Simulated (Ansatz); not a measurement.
**A computed series for Ta: element substitutions**

Consider Ta in the bcc (W type) structure (space group Im-3m, No. 229; a = 3.2819 Å).

Each row replaces one element on all its sites; cell and atoms are relaxed.

Levels (all Ansatz, an electronic-structure program, PAW): PBEsol (420 eV, no SOC); r2SCAN (500 eV, no spin-orbit coupling).

Pressures by level, all at the geometries relaxed with PBEsol:

```tsv
case	PBEsol	r2SCAN
base	0.0 GPa	4.4 GPa
Ta → V	0.0 GPa	4.9 GPa
Ta → Nb	0.0 GPa	5.3 GPa
Ta → W	0.0 GPa	4.6 GPa
```

Single points use the geometry relaxed with PBEsol. Their cutoffs differ, which shifts pressures a little. Stability against distortions was not tested. Starting moments died away, wholly or in part, for Ta → V; another magnetic solution may exist. All final runs are without spin polarisation.
